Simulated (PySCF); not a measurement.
PySCF 2.14.0, BP86/def2-svpd, df: W(O)3 ([O]=[W](=[O])=[O]), 4 atoms. The geometry is a generated start, not checked to be a minimum at this level.

| Quantity | Value |
|---|---|
| task | energy |
| method | bp86 |
| basis | def2-svpd |
| two-electron scheme | density fitting |
| mol.max_memory | 3000 MB |
| mf.max_cycle | 100 |
| mf.init_guess | minao (default) |
| mf.DIIS | CDIIS (default) |
| mf.conv_tol | 1e-09 (default) |
| mf.grids.level | 3 (default) |
| effective core potentials | those of the basis set, past Kr |
| basis functions | 104 |
| grid points | 66560 |

```xyz
4

W      0.0004     0.0016     0.0023
O      1.5509    -0.3710    -0.6719
O     -0.5566    -0.8390     1.4099
O     -0.9947     1.2084    -0.7402
```

Charge 0 and multiplicity 1 are set for this test and not shown to be the ground state.

One run each on 2 threads, 1 BLAS thread. Values of diis_space tried: 3, 5, 8 (default), 12, 20.

Question: Which value of diis_space needs the fewest Fock builds, and what happens away from it?

Answer: Fewest Fock builds, within one of each other: 5 with 16, 8 (default) with 15, 12 with 15, 20 with 15. The count rises to 29 at 3. All converge to one solution.

```tsv
diis_space	Fock builds	end
3	29	same solution
5	16	same solution
8 (default)	15	same solution
12	15	same solution
20	15	same solution
```
